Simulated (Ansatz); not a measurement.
System: LuPt3 (Pm-3m, No. 221). Method: LDA in Ansatz (plane waves, PAW).

Run with plane-wave cutoff 500 eV, 14×14×14 k mesh, Fermi–Dirac smearing 0.1 eV, scalar-relativistic PAW data made under PBE.

Computed at the level's own relaxed cell.

Q: Predict the volume per atom and equilibrium lattice constant a.

A: 
- volume per atom: 15.91 Å³/atom
- equilibrium lattice constant a: 3.993 Å

The run finds no gap.

Spin–orbit coupling is not included.

Static lattice: no zero-point or thermal effects.

Ansatz is an electronic-structure program.
